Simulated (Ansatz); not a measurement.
AlBN₂ (model structure, started from the ScAlN2 type, P3m1, No. 156, 4 atoms in the cell), treated with PBE0 (Ansatz, an electronic-structure program, PAW).

Numerical settings: plane-wave cutoff 460 eV, 12×12×6 k mesh (along the axes of the cell as run), Fermi–Dirac smearing 0.01 eV, scalar-relativistic PAW data made under PBE.

The cell is the one relaxed with PBEsol. Conventional cell: a = 2.8497 Å, b = 2.8497 Å, c = 4.6651 Å, α = 90.00°, β = 90.00°, γ = 120.00°.

```yaml
crystal:
  lattice:
    - [2.84971, 0.00000, 0.00000]
    - [-1.42485, 2.46792, 0.00000]
    - [0.00000, 0.00000, 4.66511]
  atoms:
    - { symbol: B, position: [0.33333, 0.66667, 0.01903] }
    - { symbol: N, position: [0.33333, 0.66667, 0.34424] }
    - { symbol: Al, position: [0.66667, 0.33333, 0.50067] }
    - { symbol: N, position: [0.66667, 0.33333, 0.90605] }
```

Question: List the 10 lowest band energies at Γ above −25 eV (eV, relative to the valence band maximum), grouping those that round alike.

Answer: At Γ: -19.11, -15.74, -9.06, -1.77 (×2), -0.60, 0.00 (×2), 7.23, 9.24.

Note: the run warned that its exchange threshold was loose for the stress; the relaxation could raise the start's symmetry but not lower it, so the cell can be a saddle point; cell and atoms aren't relaxed at this level (pressure -2.4 GPa).

A model structure was made by putting elements into a prototype or built by hand; it is no filed structure, need not be a known phase, and can be a saddle point held by its symmetry.
